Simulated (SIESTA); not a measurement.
Worked example: self-consistent single point of HfB2 (P6/mmm, 3 atoms in the cell) in SIESTA.

Method: SIESTA 5.4.2 with LDA PW92, numerical atomic orbitals DZP, PseudoDojo LDA standard norm-conserving potentials (rewritten from UPF to PSML).

```
CELL_PARAMETERS angstrom
      3.17967     0.00000     0.00000
     -1.58984     2.75367     0.00000
      0.00000     0.00000     3.53140
ATOMIC_POSITIONS crystal
  Hf 0.00000 0.00000 0.00000
  B  0.33333 0.66667 0.50000
  B  0.66667 0.33333 0.50000
```

Reference input (self-consistent single point, DFT, GGA PBE, numerical atomic orbitals DZP, PseudoDojo PBE standard norm-conserving potentials (rewritten from UPF to PSML)): XC.functional = GGA; XC.authors = PBE; potentials = PseudoDojo PBE standard; PAO.BasisSize = DZP; PAO.EnergyShift = 0.005 Ry; MeshCutoff = 350 Ry; kgrid.MonkhorstPack = 8 8 6; OccupationFunction = FD; ElectronicTemperature = 0.1 eV; MaxSCFIterations = 150; SCF.Mixer.Method = Pulay; SCF.Mixer.Weight = 0.1. This run's input differs from it in these lines:

```diff
@@ -1,2 +1,2 @@
-# files in the folder: Hf.psml B.psml (PseudoDojo PBE standard)
+# files in the folder: Hf.psml B.psml (PseudoDojo LDA standard)
 SystemName  HfB2
@@ -23,4 +23,4 @@
 
-XC.functional                GGA
-XC.authors                   PBE
+XC.functional                LDA
+XC.authors                   PW92
 PAO.BasisSize                DZP
```

Log, with long lists cut:

```
        iscf     Eharris(eV)        E_KS(eV)     FreeEng(eV)     dDmax    Ef(eV) dHmax(eV)
   scf:    1    -1673.538413    -1696.148618    -1696.158355  1.634398 -5.309470  8.282195
   scf:    2    -1698.859025    -1697.563348    -1697.574114  0.055435 -5.377642  6.377454
   scf:    3    -1700.074577    -1699.489560    -1699.497784  0.162954 -5.607952  0.339554
   scf:    4    -1698.877071    -1699.280607    -1699.292003  0.073229 -5.540714  2.093601
   scf:    5    -1699.608289    -1699.506188    -1699.515395  0.051224 -5.627434  0.135838
   scf:    6    -1699.507361    -1699.506815    -1699.515961  0.001602 -5.630434  0.092908
   scf:    7    -1699.507547    -1699.507292    -1699.516358  0.002182 -5.638271  0.004017
   scf:    8    -1699.507306    -1699.507299    -1699.516359  0.000195 -5.638880  0.000815
   scf:    9    -1699.507297    -1699.507298    -1699.516359  0.000035 -5.638828  0.000117
SCF Convergence by DM+H criterion
max |DM_out - DM_in|         :     0.0000350182
max |H_out - H_in|      (eV) :     0.0001168064
SCF cycle converged after 9 iterations

Using DM_out to compute the final energy and forces

siesta: E_KS(eV) =            -1699.5073

siesta: E_KS - E_eggbox =     -1699.5073

siesta: Atomic forces (eV/Ang):
     1    0.000000   -0.000000    0.000000
     2    0.000037   -0.000021   -0.000000
     3   -0.000037    0.000021   -0.000000
   Tot   -0.000000   -0.000000   -0.000000
   Max    0.000037
   Res    0.000020    sqrt( Sum f_i^2 / 3N )
   Max    0.000037    constrained

Stress tensor Voigt[x,y,z,yz,xz,xy] (kbar):      185.01      185.01      210.85       -0.00        0.00        0.00
(Free)E + p*V (eV/cell)    -1703.2531
Target enthalpy (eV/cell)    -1699.5164

   [... lines left out ...]
siesta: FreeEng =     -1699.516359
siesta: Cell volume =         30.920136 Ang**3
siesta:        -193.62496587       -193.62362510  kBar
   [... lines left out ...]
              0.059   0.047   0.058   0.047   0.059
   3  3.863   0.720   0.277   0.557   0.589   0.557   0.303   0.286   0.303
              0.059   0.047   0.058   0.047   0.059

mulliken: Qtot =       18.000

Mulliken Atomic Populations:
Atom #   charge [q] valence [e]  Species
     1     1.725972   10.274028  Hf
     2    -0.862986    3.862986  B
     3    -0.862986    3.862986  B
 Total    -0.000000
```

The run converged in 9 iterations. Against the reference run the pressure goes from -8.02 to -19.36 GPa.

The starting cell comes from a database of computed structures (which also holds hypothetical and non-ambient phases and stackings), without a prior relaxation at this level. Its lattice was rescaled by a random factor within 2.5 % of one. Values carry the incompleteness of an atom-centred basis. With a pressure of about -19 GPa the cell is away from its equilibrium volume at this level.
